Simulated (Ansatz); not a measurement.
**SnSe2 in the 2H-MoS2 type structure (space group P6_3/mmc, No. 194; a hypothetical phase, not in the database extracts checked; layered, stacked along the Cartesian z axis)**

```yaml
crystal:
  lattice:
    - [3.76966, 0.00000, 0.00000]
    - [-1.88483, 3.26462, 0.00000]
    - [0.00000, 0.00000, 11.29180]
  atoms:
    - { symbol: Sn, position: [0.33333, 0.66667, 0.25000] }
    - { symbol: Sn, position: [0.66667, 0.33333, 0.75000] }
    - { symbol: Se, position: [0.33333, 0.66667, 0.59690] }
    - { symbol: Se, position: [0.66667, 0.33333, 0.09690] }
    - { symbol: Se, position: [0.66667, 0.33333, 0.40310] }
    - { symbol: Se, position: [0.33333, 0.66667, 0.90310] }
```

Computed with PBEsol-D3(BJ) (Ansatz, a program for electronic structure; PAW; 420 eV plane waves; spin-orbit coupling left out). Settings: 14×14×4 k-points, 0.05 eV Fermi–Dirac smearing.

* **Volume per atom**: 23.16 Å³
* **Density**: 6.61 g/cm³
* **Band gap**: zero
* **Total energy**: -5599.907 eV/atom (σ→0; compares only within this code and set-up)

Stability against distortions was not tested. The final runs are not spin-polarised.
